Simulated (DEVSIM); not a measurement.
Structure: abrupt Ge n-p junction, at 250 K.

Layer 1 from the left is Ge, thickness (μm) 0.970, Nd (cm⁻³) 1.7e15, τn (s) 3.5e-5, τp (s) 3.5e-5. Layer 2 from the left is Ge, thickness (μm) 5.50, Na (cm⁻³) 2e14, τn (s) 3.5e-5, τp (s) 3.5e-5.

Left contact: ohmic. Right contact: ohmic. Voltage is applied to the left contact. Recombination: SRH at mid-gap, radiative. Mobility is μmin + (μ − μmin)/(1 + (N/Nref)^α).

Constants are typed, rounded textbook-type inputs, not results; the design itself was drawn at random and stands for no fabricated device. Values at 300 K; Nc and Nv go as T^1.5, mobilities as T to minus their exponent, the gap by Varshni's rule with the affinity fixed.

Ge: gap (eV) 0.664, affinity (eV) 4, permittivity 16, Nc (cm⁻³) 1.04e19, Nv (cm⁻³) 6e18, μn (cm²/Vs) 3900, μp (cm²/Vs) 1900, μn,min 150, μp,min 100, Nref,n 2.6e17, Nref,p 4e17, αn 0.56, αp 0.6, T exponent of μn 1.66, T exponent of μp 2.33, B (cm³/s) 6.4e-14, Varshni α (eV/K) 0.000477, Varshni β (K) 235.

DEVSIM, 1D drift-diffusion, Boltzmann statistics, complete ionisation; no tunnelling, impact ionisation, image-force lowering or self-heating.

Dark forward current:

```
|V| (V)  |J| (A/cm²)
-------  -----------
0.05        0.001589
0.10         0.01710
0.15          0.1659
0.20           1.447
0.25           8.757
0.30           30.91
0.35           72.94
0.40           134.4
0.45           211.9
0.50           300.5
0.55           395.3
0.60           492.2
0.65           588.2
0.70           681.6
0.75           771.7
0.80           858.4
0.85           941.8
0.90            1022
0.95            1099
1.00            1174
1.05            1246
1.10            1316
1.15            1385
```

**Question.** Work out the local ideality factor n = ΔV / (kT/q · ln(J2/J1)) between the rows 0.10 and 0.15 V, 1.10 and 1.15 V.

**Answer.** kT/q = 21.54 mV. From 0.10 to 0.15 V: ln(0.1659/0.01710) = 2.272, n = 1.02, near the 1 of diffusion or emission over a barrier. From 1.10 to 1.15 V: ln(1385/1316) = 0.051, n = 45.42.

**Question.** Estimate the current at 0.10 V from the Shockley equation with J0 = Σ q ni² D/(N L) coth(W/L), τ joining the SRH, radiative and Auger lifetimes that are on, and W taken as the whole layer.

**Answer.** ni² = 6.19e23 cm⁻⁶; holes in the n layer: μ = 2810 cm²/Vs, D = 60.4 cm²/s, τ = 3.49e-5 s, L = 459 μm, W/L = 0.0021, term 3.63e-5 A/cm²; electrons in the p layer: μ = 5190 cm²/Vs, D = 112 cm²/s, τ = 3.50e-5 s, L = 625 μm, W/L = 0.0088, term 0.000101 A/cm². J0 = 0.000137 A/cm², and J = J0 exp(qV/kT) = 0.0142 A/cm². The simulation gives 0.0171 A/cm²; the estimate lies 17 % below. The estimate leaves out recombination in the depletion region and that region's share of W.
